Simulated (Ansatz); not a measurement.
Ansatz (a first-principles code) run on YIn5Rh (P4/mmm, 7 atoms in the cell): relaxation of cell and atoms.

Method: PBEsol, PAW files made with PBE (plane waves; Ansatz).

```xyz
7
Lattice="4.6378 0.0000 0.0000 0.0000 4.6378 0.0000 0.0000 0.0000 7.4429" Properties=species:S:1:pos:R:3 pbc="T T T"
Y      0.0000     0.0000     0.0000
In     0.0000     2.3189     2.2435
In     0.0000     2.3189     5.1994
In     2.3189     0.0000     2.2435
In     2.3189     0.0000     5.1994
In     2.3189     2.3189     0.0000
Rh     0.0000     0.0000     3.7215
```

Reference input (self-consistent single point, DFT, PBEsol, plane waves, PAW files made with PBE): basis.ecutwfc = 420 eV; kpoints.mp_grid.grid = 5 5 3; hamiltonian.xc = pbesol; hamiltonian.pseudopotentials = {kind: paw} (the program's default PAW files); scf.occupations.method = fermi_dirac; scf.occupations.width = 0.136 eV. This run's input differs from it in these lines:

```diff
@@ -23,2 +23,4 @@
   occupations: { method: fermi_dirac, width: 0.136 }
+relax:
+  cell: {}
 output:
```

Log, with long lists cut:

```
   [... SCF lines of the steps left out ...]
relax step   1: F+E_penalty+E_count = -37764.56175274 eV  Δ(F+E_penalty+E_count) = +0.000e0 eV  max|allowed force component| = 4.835e-2 eV/Å  Δτ_max = 0.0000 Å  P = -2.006 GPa  Ω = 160.093 Å³  (11 SCF iters, dr2 threshold 1.00e-7 eV, accepted)
relax step   2: F+E_penalty+E_count = -37764.57398101 eV  Δ(F+E_penalty+E_count) = -1.223e-2 eV  max|allowed force component| = 5.966e-2 eV/Å  Δτ_max = 0.0221 Å  P = +1.723 GPa  Ω = 152.444 Å³  energy of the carried Pulay correction = +1.193e-3 eV  [...]
   [... lines left out ...]
relax step   4: F+E_penalty+E_count = -37764.59195762 eV  Δ(F+E_penalty+E_count) = -9.790e-5 eV  max|allowed force component| = 1.847e-4 eV/Å  Δτ_max = 0.0011 Å  P = -0.005 GPa  Ω = 155.728 Å³  energy of the carried Pulay correction = +6.737e-4 eV  [...]
relax step   5: F+E_penalty+E_count = -37764.59127258 eV  Δ(F+E_penalty+E_count) = +6.850e-4 eV  max|allowed force component| = 8.339e-5 eV/Å  Δτ_max = 0.0000 Å  P = -0.005 GPa  Ω = 155.728 Å³  stress off target by 1.23e-2 GPa  SCF on the basis [...]
basis re-selected at this cell: Δ(F+E_penalty+E_count) = +6.850e-4 eV, ΔP = +0.000 GPa vs the last step
the relaxation is at rest under the 16 symmetry operations that the run kept from its start: a minimum is not shown …
Free energy (F): -37764.591273 eV
Internal energy: -37764.433388 eV  (E = F + TS)
E sigma→0 (E₀):  -37764.512330 eV
Entropy (-TS):   -0.157884 eV (-22.555 meV/atom)
Fermi energy:    12.852630 eV
--- Forces (eV/Å), atoms counted from 1 ---
  atom   1  Y     -0.00000000    -0.00000000     0.00000000
   [... lines left out ...]
  cell:  # Å, volume = 155.7280 Å³
   [... lines left out ...]
    - { symbol: In, position: [-3.325373965093166e-36, 0.5, 0.7002136833634173] }
    - { symbol: In, position: [0.5, -1.1470802179241213e-36, 0.2997863166365826] }
    - { symbol: In, position: [0.5, -1.1470802179241213e-36, 0.7002136833634173] }
    - { symbol: In, position: [0.5, 0.5, 6.242945639988003e-20] }
    - { symbol: Rh, position: [5.434147699054695e-36, 1.1239068801882844e-36, 0.49999999999999994] }
```

The run converged. 

Summary of the result:
* **Free energy E − TS (on the zero of these files)**: -37764.5913 eV
* **Fermi level (on the code's own zero)**: 12.85 eV
* **Pressure**: -0.01 GPa
* **Final cell**: a = b = 4.599 Å, c = 7.364 Å, α = β = γ = 90.00°
* **Final volume per atom**: 22.25 Å³
* **Relaxation steps**: 5

The starting cell comes from a database of computed structures (which also holds hypothetical and non-ambient phases and stackings), without a prior relaxation at this level. Spin polarisation is off. The relaxation keeps the symmetry of its start, so its end need not be a minimum. Ansatz's pressure includes its estimate of the finite-basis (Pulay) stress.

Cost on one core of a shared machine: roughly 30 s.

Keys are those of Ansatz 0.2.
